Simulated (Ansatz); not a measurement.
**C11b WSi2**

Computed with PBEsol-D3(BJ) (plane waves, PAW; Ansatz, a quantum-chemistry and plane-wave program).

Numerical settings: plane-wave cutoff 520 eV, 24×24×24 k mesh, Fermi–Dirac smearing 0.05 eV, no spin polarisation, scalar-relativistic PAW data made under PBE.

Cell: relaxed at this level.

- volume per atom: 12.98 Å³/atom
- bulk modulus: 248 GPa
- equilibrium lattice constant a: 3.170 Å
- c axis length: 7.753 Å
- band gap: none
- pressure derivative B′ of the bulk modulus: 4.3

Measured, for comparison: lattice constant a 3.214 Å, lattice parameter c 7.831 Å (temperature not stated, no zero-point or thermal correction; as tabulated in Pavlosiuk et al. (2022), arXiv:2202.05362). Computed (rounded) less measured: lattice constant a -1.4 %, lattice parameter c -1.0 %. A static lattice is as a rule a little smaller and stiffer than an uncorrected measurement, which narrows the difference in the lattice constant a, lattice parameter c and would widen misses of the other sign.

Note: the bulk modulus comes from volumes at which shape and atoms were relaxed.

Spin–orbit coupling is not included.

Computed values are for the static lattice.

Computing time: about 21 core-minutes (a rough figure).
